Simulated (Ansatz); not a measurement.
# Pressure series in SiC

Take SiC in the wurtzite structure (space group P6_3mc, No. 186; a = 3.0759 Å, c = 5.0477 Å) as the base.

Cell and atoms are relaxed at each pressure.

All numbers come from plane-wave PAW DFT at the PBEsol level (Ansatz, an electronic-structure program, 420 eV), no SOC.

```csv
pressure (GPa),band gap (eV)
-2,2.14
-1,2.13
0,2.12
1.8,2.11
4.2,2.09
9,?
18,2.00
```

Problem. Fit E_g = E₀ + αP + βP² to the rows shown and predict the withheld row.

Solution. Least squares on the printed values gives E₀ = 2.12 eV, α = -7.98 meV/GPa, β = 0.065 meV/GPa² (largest residual 0.00 eV); this predicts 2.06 eV, and the run gives 2.06 eV, in agreement.

Load acts through the strain it causes; cell and atoms are relaxed under it. Stability against distortions was not tested. Competing high-pressure phases were not computed.
